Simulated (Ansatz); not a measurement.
The reference is Ga$_{2}$O$_{3}$ in the corundum structure (space group R-3c, No. 167; a = 4.9846 Å, c = 13.4416 Å (hexagonal axes)). Axes: x lies along a and z along c of the hexagonal cell.

Structures relaxed with plane-wave PAW DFT at the r2SCAN level (Ansatz, a first-principles code, 500 eV), spin-orbit coupling left out.

Base:

Simulated powder pattern, Cu Kα, λ = 1.54184 Å (kinematic, ideal powder, no thermal factors, no anomalous dispersion; the 10 strongest lines at most, above 2 %, up to 2θ = 90°):

```
2θ (°)  I/Imax (%)       hkl
------  ----------  --------
24.51           26     (012)
33.80          100     (104)
36.04           83     (110)
41.46           12     (113)
50.24           40     (024)
55.12           45     (116)
63.37           36     (214)
64.79           31     (300)
73.84           13  (1 0 10)
86.24           12     (134)
```

One thing is altered: compressive biaxial strain of 4.63 % in the plane normal to [001], as in epitaxy on a mismatched substrate; the out-of-plane cell vector and the atoms relax.

Q: Where do the lines fall after the change?

A: 
Simulated powder pattern, Cu Kα, λ = 1.54184 Å (kinematic, ideal powder, no thermal factors, no anomalous dispersion; the 10 strongest lines at most, above 2 %, up to 2θ = 90°):

```csv
2θ (°),d (Å),I/Imax (%),hkl
25.13,3.544,35,(012)
33.71,2.659,100,(104)
37.85,2.377,80,(110)
42.74,2.116,12,(113)
51.58,1.772,36,(024)
55.32,1.661,60,(116)
65.73,1.421,31,(214)
68.36,1.372,29,(300)
71.51,1.319,17,(1 0 10)
83.88,1.154,9.5,(0 2 10)
```

The indices refer to the base's conventional cell; one index is shown for lines that coincide.

Whether these cells are dynamically stable was not tested.
